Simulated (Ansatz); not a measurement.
**CaO: isotropic strain +0.50 %**

Take CaO in the rock salt structure (space group Fm-3m, No. 225; a = 4.767 Å) as the base.

The change: the cell is scaled by 1.0050 in all directions; the atoms relax in the strained cell.

Method: PBEsol, PAW, 420 eV (Ansatz, a first-principles code; without spin-orbit coupling). Settings: 12×12×12 k-points, 0.05 eV Fermi–Dirac smearing.

```json
[
 {"quantity": "space group", "base": "Fm-3m (No. 225)", "changed": "Fm-3m (No. 225)", "shift": "–"},
 {"quantity": "energy relative to the base (free energy F)", "base": "0 meV/atom", "changed": "+1.1 meV/atom", "shift": "+1.1 meV/atom"},
 {"quantity": "pressure", "base": "0.0 kbar", "changed": "-16.8 kbar", "shift": "-16.72 kbar"},
 {"quantity": "band gap", "base": "3.54 eV", "changed": "3.55 eV", "shift": "+0.01 eV"},
 {"quantity": "gap character", "base": "indirect, Γ → X", "changed": "indirect, Γ → X", "shift": "–"},
 {"quantity": "smallest direct gap", "base": "3.92 eV", "changed": "3.93 eV", "shift": "+0.01 eV"},
 {"quantity": "width of the top valence band", "base": "1.26 eV", "changed": "1.23 eV", "shift": "-0.03 eV"},
 {"quantity": "electron mass", "base": "1.4 mₑ along k, 0.42 mₑ across (at X)", "changed": "1.4 mₑ along k, 0.42 mₑ across (at X)", "shift": "–"},
 {"quantity": "hole mass (degenerate bands, along [100])", "base": "0.34, 2.8, 2.8 mₑ (at Γ)", "changed": "0.37, 2.8, 2.8 mₑ (at Γ)", "shift": "–"},
 {"quantity": "valley order (the lowest conduction-band minima on the path, energy above the VBM, named in the base's zone)", "base": "X along ⟨100⟩ 3.54 eV; Γ 4.78 eV", "changed": "X along ⟨100⟩ 3.55 eV; Γ 4.66 eV", "shift": "–"}
]
```

Masses are band curvatures over ±0.01 Å⁻¹ around the edge. Along k means along the line from Γ to the band edge. Whether these cells are dynamically stable was not tested.
